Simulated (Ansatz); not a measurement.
The starting structures come from a database of crystals and need not be the phases stable at ambient conditions.

By PBEsol, the system below comes out a metal.

Without scattering a metal conducts by its projected Fermi surface.

Here is the system:

```xyz
3
Lattice="4.1713 0.0000 0.0000 -2.0856 3.6124 0.0000 2.0856 1.2041 3.4058" Properties=species:S:1:pos:R:3 pbc="T T T"
Al     2.0856     3.6124     2.5544
Al     2.0856     1.2041     0.8515
Pd     0.0000     0.0000     0.0000
```

Space group of this cell: Fm-3m. The cell is taken as given; by PBEsol its mean pressure is -0.7 GPa.

The current flows along the normal of the first two printed cell vectors, the (111) plane of the conventional cell. No spin-orbit coupling; the value is a mean over 0.1 eV about the Fermi level.

Problem. Give the ballistic conductance per area that PBEsol (Ansatz, a first-principles code) yields.

Solution. 0.98 × 10¹⁵ S/m² for both spins.
